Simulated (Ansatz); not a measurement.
## LiC under a change: Li → B

The reference is LiC (space group Immm, No. 71; a = 3.573 Å, b = 4.805 Å, c = 5.305 Å).

Now apply this change: B takes the place of Li on all its sites, then cell and atoms are relaxed.

Computed with PBEsol, PAW, 420 eV (Ansatz, an electronic-structure program; spin-orbit coupling left out). Γ-centred 18×18×18 mesh, Fermi–Dirac width 0.05 eV, for the changed cell.

| quantity | base | changed | shift |
|---|---|---|---|
| volume per atom | 11.38 Å³ | 10.69 Å³ | -0.69 Å³ |
| density | 1.38 g/cm³ | 1.77 g/cm³ | +0.39 g/cm³ |
| shortest interatomic distance | 1.257 Å | 1.354 Å | +0.097 Å |
| band gap | 3.16 eV | zero | – |

Final structure:

```yaml
crystal:
  lattice:
    - [-1.80209, 1.89451, 3.13207]
    - [1.80209, -1.89451, 3.13207]
    - [1.80209, 1.89451, -3.13207]
  atoms:
    - { symbol: B, position: [0.50000, 0.74441, 0.24441] }
    - { symbol: B, position: [0.50000, 0.25559, 0.75559] }
    - { symbol: C, position: [0.17864, 0.00000, 0.17864] }
    - { symbol: C, position: [0.82136, 0.00000, 0.82136] }
```

No phonon test of stability was made. As relaxed here, BC is a hypothetical phase, not in the database extracts checked. The final runs are not spin-polarised.
